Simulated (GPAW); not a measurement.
## PBEsol against PBE in GPAW: the gap on the mesh of tetrahedral semiconductors

Single points in GPAW on the same cell and mesh at two levels: PBE (plane waves, GPAW PAW datasets PBE (gpaw-data 1.0.1)) and PBEsol (plane waves, GPAW PAW datasets PBEsol (made by gpaw-setup)). No measured value is used, so the table compares levels and does not rank them. The number in brackets is the space group.

Here x stands for gap on the mesh, PBE and y for gap on the mesh, PBEsol.

| crystal | gap on the mesh, PBE (eV) | gap on the mesh, PBEsol (eV) | cell as run (Å³/atom) | k mesh | cutoffs |
|---|---|---|---|---|---|
| CdTe (216) | 0.631 | 0.524 | 35.68 | 9×9×9 | 550 eV |
| CdSe (216) | 0.635 | ? | 27.68 | 9×9×9 | 600 eV |
| ZnO (186) | 0.792 | 0.688 | 11.85 | 8×8×5 | 950 eV |
| GaP (216) | 1.396 | 1.319 | 21.48 | 5×5×5 | 600 eV |
| GaN (216) | 1.619 | 1.574 | 11.82 | 6×6×6 | 900 eV |
| AlN (186) | 4.064 | 3.991 | 10.63 | 10×10×6 | 950 eV |

The 5 complete rows are fitted with a straight line, y against x. With u = x - 1.7, the rows have u = -1.0690, -0.9080, -0.3040, -0.0810, 2.3640. Means: u 0.00040000, y 1.6192. About the means, the sum of products is 7.7182 and the sum of squares of u is 7.6547; the slope is their ratio. Least squares gives y = 1.6188 + 1.00829·u. Residuals (row less fit): -0.0169, -0.0153, 0.0067, 0.0369, -0.0114; standard error 0.0262 (degrees of freedom: 3). Full agreement would be y = x; this line has slope 1.008 and stands -0.081 eV from it at x = 1.700.

Estimate the missing y (x = 0.635); what did the run itself give?

u = -1.0650, so y = 1.6188 + 1.00829 × (-1.0650) = 0.545 eV. The calculation gives 0.506 eV, 0.039 eV below the prediction (1.1 % of the range of y in the table). The row lies between fitted rows. From the scatter of the fitted rows alone, a prediction at this place has a standard error of 0.0304 eV, so the miss is 1.3 times that.

Copying x would have missed this row by 0.129. The cells are not relaxed at this level: typed lattice constants and structures from a database of calculations, some with the lattice rescaled by up to 2.5 %. Spin-orbit coupling is off, which matters for the heavier members. Gaps are read on the mesh, which need not hold the band edges; crystals whose gap falls under 0.15 eV in either column are left out. The rows, and the inner row withheld, were drawn at random from non-magnetic crystals of this class with sound runs on fine meshes; tables whose line scatters by over 5 % of the range, or whose columns agree throughout, aren't shown.
